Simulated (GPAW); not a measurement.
## GPAW run on KBr (Fm-3m, 2 atoms in the cell): self-consistent single point

Level of theory: PBE, GPAW PAW datasets PBE (gpaw-data 1.0.1) (plane waves; GPAW 25.7.0).

The input file:

```python
from ase import Atoms
from ase.units import GPa
from gpaw import GPAW, PW, FermiDirac

atoms = Atoms(['K', 'Br'],
              cell=[[0.000000, 3.300000, 3.300000],
                    [3.300000, 0.000000, 3.300000],
                    [3.300000, 3.300000, 0.000000]],
              positions=[[0.000000, 0.000000, 0.000000],
                         [3.300000, 3.300000, 3.300000]],
              pbc=True)

calc = GPAW(mode=PW(550),
            xc='PBE',
            kpts={'size': (6, 6, 6), 'gamma': True},
            occupations=FermiDirac(0.05),
            nbands=-6,
            convergence={'bands': -4},
            symmetry={'symmorphic': False, 'tolerance': 0.0005},
            maxiter=120,
            txt='-')

atoms.calc = calc

energy = atoms.get_potential_energy()
print('Energy (eV):', round(energy, 6))
forces = atoms.get_forces()
print('Forces (eV/Ang):')
print(forces.round(5))
stress = atoms.get_stress()
print('Stress (GPa, Voigt):', (stress / GPa).round(4))
```

The program printed (abridged):

```
Input parameters:
  convergence: {bands: -4}
  kpts: {gamma: True,
         size: (6, 6, 6)}
  maxiter: 120
  mode: {ecut: 550.0,
         name: pw}
  nbands: -6
  occupations: {fixmagmom: False,
                name: fermi-dirac,
                width: 0.05}
  symmetry: {symmorphic: False,
             tolerance: 0.0005}
  xc: PBE

species:
  K:
    name: Potassium
    Z: 19.0
    valence: 9
    core: 10
    charge: 0.0
    file: K.PBE.gz

    # Using partial waves for K as LCAO basis

  Br:
    name: Bromine
    Z: 35.0
    valence: 7
    core: 28
    charge: 0.0
    file: Br.PBE.gz

    # Using partial waves for Br as LCAO basis

Reference energy: -87284.500948  # eV

Spin-paired calculation

Convergence criteria:
 Maximum [total energy] change in last 3 cyles: 0.0005 eV / valence electron
 Maximum integral of absolute [dens]ity change: 0.0001 electrons / valence electron
 Maximum integral of absolute [eigenst]ate change: 4e-08 eV^2 / valence electron
 Maximum number of scf [iter]ations: 120

Symmetries present (total): 48
Symmetries with fractional translations: 0
216 k-points: 6 x 6 x 6 Monkhorst-Pack grid + [1/12,1/12,1/12]
16 k-points in the irreducible part of the Brillouin zone
       k-points in crystal coordinates                weights
   0:     0.00000000    0.00000000    0.00000000          1/216
   1:     0.16666667    0.16666667    0.00000000          6/216
   2:     0.16666667    0.16666667    0.16666667          8/216
   [... 7 lines left out ...]
          ...
  15:     0.50000000    0.50000000    0.50000000          4/216

Wave functions: Plane wave expansion
  Cutoff energy: 550.000 eV
  Number of coefficients (min, max): 2085, 2126
  Pulay-stress correction: 0.000000 eV/Ang^3 (de/decut=0.000000)

Occupation numbers: Fermi-Dirac:
  width: 0.0500  # eV

Eigensolver

Densities:
  Coarse grid: 27*27*27 grid
  Fine grid: 54*54*54 grid
  Total Charge: 0.000000

Density mixing:
  Method: separate
  Backend: pulay
  Linear mixing parameter: 0.05
  old densities: 5
  Damping of long wavelength oscillations: 50

Hamiltonian:
  XC and Coulomb potentials evaluated on a 54*54*54 grid
  External potential:
    NoExternalPotential

XC parameters: PBE with 2 nearest neighbor stencil

Number of atoms: 2
Number of atomic orbitals: 9
Number of bands in calculation: 14
Number of valence electrons: 16
Bands to converge: 10

Density initialized from atomic densities
  9 bands from LCAO basis set
  5 bands from random numbers

Atomic positions and initial magnetic moments

Positions:
   0 K      0.000000    0.000000    0.000000    ( 0.0000,  0.0000,  0.0000)
   1 Br     3.300000    3.300000    3.300000    ( 0.0000,  0.0000,  0.0000)

Unit cell:
           periodic     x           y           z      points  spacing
  1. axis:    yes    0.000000    3.300000    3.300000    27     0.1411
  2. axis:    yes    3.300000    0.000000    3.300000    27     0.1411
  3. axis:    yes    3.300000    3.300000    0.000000    27     0.1411

  Lengths:   4.666905   4.666905   4.666905
  Angles:   60.000000  60.000000  60.000000

Effective grid spacing dv^(1/3) = 0.1540

     iter     time        total  log10-change:
                         energy   eigst   dens
iter:   1 --:--:--    -6.501751   +1.12
iter:   2 --:--:--    -6.481879   +0.16  -1.34
iter:   3 --:--:--    -6.365997   -0.65  -1.36
iter:   4 --:--:--    -6.366875   -1.25  -1.62
iter:   5 --:--:--    -6.384360   -1.81  -1.63
iter:   6 --:--:--    -6.377833   -2.21  -2.12
iter:   7 --:--:--    -6.377808c  -2.95  -2.60
iter:   8 --:--:--    -6.377967c  -3.51  -2.85
iter:   9 --:--:--    -6.377904c  -4.02  -3.13
iter:  10 --:--:--    -6.377927c  -4.33  -3.17
iter:  11 --:--:--    -6.377929c  -4.62  -3.89
iter:  12 --:--:--    -6.377926c  -5.30  -4.04c
iter:  13 --:--:--    -6.377926c  -5.82  -4.44c
iter:  14 --:--:--    -6.377926c  -6.14  -4.41c
iter:  15 --:--:--    -6.377926c  -6.59  -4.55c
iter:  16 --:--:--    -6.377926c  -7.11  -4.64c
iter:  17 --:--:--    -6.377927c  -6.74  -4.57c
iter:  18 --:--:--    -6.377926c  -7.51c -4.59c

Converged after 18 iterations.

Dipole moment: (-0.000000, -0.000000, -0.000000) |e|*Ang

Energy contributions relative to reference atoms: (reference = -87284.500948)

Kinetic:         +5.044091
Potential:       -4.281754
External:        +0.000000
XC:              -6.474329
Entropy (-ST):   -0.000000
Local:           -0.665934
SIC:             +0.000000
--------------------------
Free energy:     -6.377926
Extrapolated:    -6.377926

Showing only first 2 kpts
 Kpt  Band  Eigenvalues  Occupancy
  0     6     -0.19801    2.00000
  0     7     -0.19801    2.00000
  0     8      4.24354    0.00000
  0     9      7.40440    0.00000

  1     6     -0.28460    2.00000
  1     7     -0.28460    2.00000
  1     8      5.03889    0.00000
  1     9      6.78493    0.00000

Fermi level: 1.52900

Gap: 4.442 eV
Transition (v -> c):
  (s=0, k=0, n=7, [0.00, 0.00, 0.00]) -> (s=0, k=0, n=8, [0.00, 0.00, 0.00])
No difference between direct/indirect transitions
Energy (eV): -6.377926

Forces in eV/Ang:
  0 K     0.00000    0.00000   -0.00000
  1 Br    0.00000    0.00000    0.00000

Stress tensor:
    -0.004201     0.000000     0.000000
     0.000000    -0.004201    -0.000000
     0.000000    -0.000000    -0.004201
Stress (GPa, Voigt): [-0.673 -0.673 -0.673 -0.     0.     0.   ]
```

The run converged in 18 iterations. GPAW prints stress with tension positive.

The starting cell has typed, rounded lattice constants, without a prior relaxation at this level.
